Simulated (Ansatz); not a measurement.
## How far a parabola holds: energy against volume of cubic perovskite CsHgBr3 (idealised or unconfirmed structure)

Results of r²SCAN (Ansatz, an electronic-structure program, PAW) for cubic perovskite CsHgBr3 (idealised or unconfirmed structure). Settings: plane-wave cutoff 560 eV, 10×10×10 k mesh, Fermi–Dirac smearing 0.05 eV, scalar-relativistic PAW data made under PBE. The cell has no free parameter but its volume, all volumes share cutoff and mesh, and the runs aren't spin-polarised. Energies are free energies at the run's smearing, counted from the lowest row; static lattice.

| V (Å³/atom) | E (meV/atom) |
|---|---|
| 32.942 | ? |
| 33.643 | 5.96 |
| 34.343 | 1.57 |
| 35.044 | 0.00 |
| 35.745 | 0.91 |
| 36.446 | 4.00 |

Question: Fit E against V with a parabola, and predict the withheld value at V = 32.942.

Answer: With u = V - 35.0, the rows have u = -1.3570, -0.6570, 0.0440, 0.7450, 1.4460. Least squares gives E = 0.030 - 0.8788·u + 2.5372·u². Residuals (row less fit): 0.065, -0.133, 0.004, 0.126, -0.064; standard error 0.145 (degrees of freedom: 2). The fitted curve has its minimum at V = 35.2, where E = -0.05. Its curvature is d²E/dV² = 2 × 2.5372 meV/Å⁶, so B = V0·d²E/dV² × 0.1602 = 28.6 GPa. At the withheld row, u = -2.0580, so E = 0.030 - 0.8788 × (-2.0580) + 2.5372 × (-2.0580)² = 12.585 meV/atom. The calculation gives 13.51 meV/atom, 0.925 meV/atom above the prediction (6.8 % of the range of E in the table). The row lies outside the fitted rows, so this is an extrapolation. From the scatter of the fitted rows alone, a prediction at this place has a standard error of 0.343 meV/atom, so the miss is 2.7 times that.

The residuals are curvature that a parabola lacks, not noise. A solid that stiffens under compression and softens on expansion lies above the parabola at the compressed end and under it at the expanded end, as this row does. A third-order Birch-Murnaghan fit to the whole scan has B0 = 28.0 GPa. Only scans are tabulated whose curvature falls smoothly with volume, and where the parabola meets the shown rows within 5 % of their range and misses the end by 0.1 meV or more.

Note: the relaxation could not lower the start's symmetry, so the cell can be a saddle point above a distorted one.

Spin–orbit coupling is not included; it can shift volumes and moduli of such heavy elements.
